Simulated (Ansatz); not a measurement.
# Al2Cu: B on a Al site, symmetric start

Start from a 24-atom supercell of Al2Cu (space group I4/mcm, No. 140; a = 6.0020 Å, c = 4.8147 Å) at its relaxed geometry.

It is then changed as follows: a neutral B on a Al site, symmetric start, atoms relaxed at fixed cell.

The values are results of Ansatz (a first-principles code) PBEsol, no spin-orbit coupling, not measurements. Γ-centred 6×6×6 mesh, Fermi–Dirac width 0.05 eV.

The energy gained by relaxation is 0.93 eV and the largest displacement of a host atom from its site in the perfect cell comes out as 0.11 Å. The shift of the substituted atom off its lattice site amounts to 1.23 Å.

Final structure:

```
CELL_PARAMETERS angstrom
     -6.00198     0.00000     4.81470
      0.00000    -6.00198     4.81470
      6.00198     0.00000     4.81470
ATOMIC_POSITIONS crystal
  B  0.25000 0.20180 0.54820
  Al 0.99179 0.84580 0.64599
  Al 0.75000 0.34298 0.90702
  Al 0.50821 0.84580 0.16241
  Al 0.34252 0.66831 0.49219
  Al 0.08736 0.16202 0.75062
  Al 0.83949 0.66831 0.98917
  Al 0.58954 0.16590 0.24456
  Al 0.91046 0.84498 0.24456
  Al 0.66051 0.35033 0.49219
  Al 0.41264 0.83674 0.75062
  Al 0.15748 0.35033 0.98917
  Al 0.00315 0.16632 0.33683
  Al 0.75000 0.66355 0.58645
  Al 0.49685 0.16632 0.83053
  Al 0.25000 0.66005 0.08995
  Cu 0.12666 0.00635 0.11898
  Cu 0.89022 0.49586 0.36988
  Cu 0.60978 0.02034 0.61392
  Cu 0.37334 0.50769 0.86699
  Cu 0.36574 0.02034 0.36988
  Cu 0.13426 0.49586 0.61392
  Cu 0.87468 0.00635 0.86699
  Cu 0.62532 0.50769 0.11898
```

The cell is small, so the values are those of an ordered compound at a high defect concentration; dilute-limit values will differ. The defect started on the symmetric site and kept its symmetry, so it may sit on a saddle. The final runs are not spin-polarised. The defect cell is not spin-polarised.
